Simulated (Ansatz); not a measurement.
Density of states of MgF2 (P4_2/mnm) below the valence band maximum, PBEsol, rigid bands (Ansatz, an electronic-structure program); cell volume 65.9 Å³.

| energy from edge (eV) | 10⁻³ states/eV/cell |
|---|---|
| 0.006 | 196 |
| 0.031 | 440 |
| 0.056 | 609 |
| 0.081 | 778 |
| 0.106 | 943 |
| 0.131 | 1120 |
| 0.156 | 1310 |
| 0.181 | 1500 |
| 0.206 | 1740 |
| 0.231 | 1990 |
| 0.256 | 2230 |
| 0.281 | 2550 |
| 0.319 | 3420 |
| 0.344 | 4970 |
| 0.369 | 6220 |
| 0.394 | 8440 |
| 0.419 | 9210 |
| 0.444 | 9680 |
| 0.469 | 10400 |
| 0.494 | 13200 |
| 0.519 | 13000 |
| 0.544 | 12600 |
| 0.569 | 12300 |
| 0.594 | 11900 |

### Question
What effective density of states at 300 K does this give (∫ g(E) exp(−E/k_BT) dE, both spins, divided by the cell's size)?

### Answer
1.5e20 cm⁻³, a density-of-states mass of 3.2 mₑ, valleys and band degeneracy included.

Spin-orbit coupling is left out. Geometry: cell and atoms relaxed with PBEsol.
